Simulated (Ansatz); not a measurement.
**A computed series for Al2Au: thickness series**

Consider Al2Au (space group Fm-3m, No. 225; a = 6.002 Å). Axes: x, y, z lie along the cube axes.

Free-standing slabs (3 atom(s) a layer) normal to [111] with 15 Å of vacuum; in-plane cell held at bulk.

Calculations: PBEsol, PAW, 420 eV (Ansatz, an electronic-structure program; scalar-relativistic without spin-orbit coupling).

Notes on the quantities. excess energy per area of both faces: slab less bulk energy over the cell's area: twice a surface energy; uncertain by up to 0.2 J/m².

| change | excess energy per area of both faces | change of the spacing d23 from its bulk value of 0.866 Å | change of the spacing d12 from its bulk value of 0.866 Å |
|---|---|---|---|
| 1 layer | – | – | -33.0 % |
| 2 layers | 2.4 J/m² | +2.4 % | -18.4 % |
| 3 layers | 2.5 J/m² | -4.6 % | -21.2 % |
| 4 layers | 2.4 J/m² | -3.0 % | -20.7 % |
| 5 layers | 2.4 J/m² | +1.1 % | -17.3 % |
| 6 layers | 2.5 J/m² | -0.7 % | -18.5 % |

Slab and bulk use different k-meshes, which limits the precision of the excess energy. No phonon test of stability was made.
